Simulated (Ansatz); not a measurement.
## ZnAu, pressure series

The reference is ZnAu in the CsCl type structure (space group Pm-3m, No. 221; a = 3.129 Å).

Cell and atoms are relaxed at each pressure.

Level of theory: PBEsol, PAW, 420 eV (Ansatz, an electronic-structure program; without spin-orbit coupling).

Notes on the quantities. enthalpy: H = E + PV relative to the base's energy.

```
variant                 enthalpy  shortest interatomic distance      density
-----------------  -------------  -----------------------------  -----------
base                           –                        2.709 Å  14.23 g/cm³
pressure −2 GPa    -0.19 eV/atom                        2.723 Å  14.02 g/cm³
pressure −1 GPa    -0.10 eV/atom                        2.716 Å  14.12 g/cm³
pressure 0.9 GPa   +0.09 eV/atom                        2.704 Å  14.31 g/cm³
pressure 2.1 GPa   +0.20 eV/atom                        2.697 Å  14.43 g/cm³
pressure 4.5 GPa   +0.42 eV/atom                        2.683 Å  14.65 g/cm³
pressure 9 GPa     +0.84 eV/atom                        2.661 Å  15.02 g/cm³
pressure 15 GPa    +1.37 eV/atom                        2.635 Å  15.47 g/cm³
pressure 22.5 GPa  +2.02 eV/atom                        2.607 Å  15.97 g/cm³
pressure 30 GPa    +2.65 eV/atom                        2.583 Å  16.41 g/cm³
```

Load acts through the strain it causes; cell and atoms are relaxed under it. Stability against distortions was not tested. Competing high-pressure phases were not computed.
